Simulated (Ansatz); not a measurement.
Given:

End structure of Li on the 1x1 (110) surface of bcc Ta, one in a 1x1 cell, started at the site 'hollow Ta-Ta-Ta':

```xyz
5
Lattice="2.8744 0.0000 0.0000 -0.9581 2.7100 0.0000 0.0000 0.0000 26.5000" Properties=species:S:1:pos:R:3 pbc="T T T"
Ta     0.9581     1.3550     9.8356
Ta     0.0000     0.0000    12.0695
Ta     0.9582     1.3550    14.4255
Ta    -0.0045     0.0032    16.6970
Li     0.9435     1.3653    19.0786
```

Slab: 5 atoms, 6.8 Å thick at the start under the adsorbate (thin: gaps and levels are the slab's own); k 10x10x1, smearing 0.1 eV, dipole-corrected; 2 atoms held, the rest relaxed; start symmetry kept, larger cells not searched; no spin, no spin-orbit, no U, no dispersion correction. At the end it is bonded to 4 Ta. In PBE it is, or lies within 0.03 eV of, the lowest of the starts that converged.

A negative adsorption energy means that the adsorbate is more stable on the surface than in its reference.

Q: What adsorption energy against an atom of bcc Li does PBE (Ansatz, a program for electronic structure) give?

A: -0.42 eV

Q: Estimate the work function of the top face that PBE returns for this input.

A: 3.25 eV

Q: What is the computed change of the step from the bottom to the top vacuum level, against the clean slab (PBE)?

A: -1.49 eV

Q: Give the change of the work function at the level PBE.

A: -1.52 eV
